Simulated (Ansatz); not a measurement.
Amorphous hafnium silicate (Si₂₀Hf₄O₄₈), 72 atoms at 3.13 g/cm³, one PBE-relaxed geometry, zone centre. Methods: PBE, scalar-relativistic without spin-orbit coupling (Ansatz, a program for electronic structure); r2SCAN, scalar-relativistic without spin-orbit coupling (Ansatz); HSE06, scalar-relativistic without spin-orbit coupling (Ansatz). Plane waves to 420 eV (r2SCAN 500 eV); exact exchange is cut at the cell's faces. At PBE the levels at both edges of the gap are localised (band-tail or defect states), and the nearest spread-out levels lie 5.2 eV apart at the zone centre. All rungs ran without spin polarisation.

A CHGNet melt-quench gave the starting glass, which DFT then relaxed. O atoms were pushed apart under 1.9 Å during the dynamics, to hinder bonds among them. The hot cell started wider than the set density and was brought back towards it in steps. It is the lowest in DFT energy of 2 quenches. It is a model cell: composition and starting density were chosen by hand, and all elements were melted together. No dispersion term was used. Its density started from a set value of 3.33 and ended at 3.13 g/cm³. The quench (nominally 470 K/ps over its main leg) was far faster than any real one, so the model tends to hold more defects than a real film. Values belong to this one cell and scatter from quench to quench. Volume and shape were free in the relaxation.

The relaxation ran on the zone centre alone. At PBE the gap between localised states is 3.45 eV on a 2×2×2 Γ-centred mesh, and the spacing at the zone centre alone 3.45 eV.

### Question
What zone-centre spacing does r2SCAN give, roughly?

### Answer
3.93 eV (+0.48 eV against PBE).

### Question
What zone-centre spacing does HSE06 give, roughly?

### Answer
5.13 eV (+1.67 eV against PBE).

The highest filled and the lowest empty state spread over these numbers of atoms (participation numbers): PBE: 4.0 and 5.9; r2SCAN: 4.0 and 5.5; HSE06: 4.1 and 6.1.
